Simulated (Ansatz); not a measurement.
The parent structure is C in the diamond structure (space group Fd-3m, No. 227).

```yaml
crystal:
  lattice:
    - [0.00000, 1.76587, 1.76587]
    - [1.76587, 0.00000, 1.76587]
    - [1.76587, 1.76587, 0.00000]
  atoms:
    - { symbol: C, position: [0.00000, 0.00000, 0.00000] }
    - { symbol: C, position: [0.25000, 0.25000, 0.25000] }
```

Method: LDA in Ansatz (plane waves to 420 eV, PAW, no spin-orbit coupling).

For the base:

| Property | Value |
|---|---|
| Smallest direct gap | 5.62 eV |
| Band gap | 4.17 eV |
| Pressure | 0.0 kbar |
| Hole mass | 0.29, 0.29, 0.55 mₑ (at Γ) |

The change: every lattice vector is stretched by 2.50 %, atoms relaxed at fixed cell.

Problem. How does this affect the smallest direct gap?

Solution. The smallest direct gap shrinks by 0.20 eV, from 5.62 eV to 5.42 eV.

Problem. Estimate the effect on the band gap.

Solution. The band gap drops by 0.17 eV (4.17 eV → 4.00 eV).

Problem. Predict the new pressure.

Solution. The pressure goes from zero to -302.1 kbar.

Problem. Estimate the effect on the energy relative to the base.

Solution. The energy rises by 42 meV/atom.

Problem. What happens to the hole mass?

Solution. The hole mass (degenerate bands, along [100]) changes from 0.29, 0.29, 0.55 mₑ (at Γ) to 0.30, 0.30, 0.52 mₑ (at Γ).

The cells carry an imposed strain or load. Masses are band curvatures over ±0.01 Å⁻¹ around the edge. Stability against distortions was not tested.

Ansatz is an electronic-structure program.
